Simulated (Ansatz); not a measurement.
Base system: GaN in the wurtzite structure (space group P6_3mc, No. 186; a = 3.2184 Å, c = 5.2432 Å). Axes: x lies along a and z along c of the hexagonal cell.

Method: PBE in Ansatz (plane waves to 420 eV, PAW, no SOC).

Modification: the cell is scaled by 1.0060 in all directions; the atoms relax in the strained cell.

### Question
Predict the stress tensor and what it implies for the stiffness.

### Answer
Stress of the strained cell less that of the base (GPa, compression positive):
```
  -2.98    0.00    0.00
   0.00   -2.98    0.00
   0.00    0.00   -2.95
```

Then B = −ΔP/(ΔV/V₀) with ΔV/V₀ = 0.0181 gives secant stiffness values (nonlinear terms included at this strain): B (at held cell shape, above the free-shape value) ≈ 164 GPa.

No phonon test of stability was made.

Ansatz is a quantum-chemistry and plane-wave program.
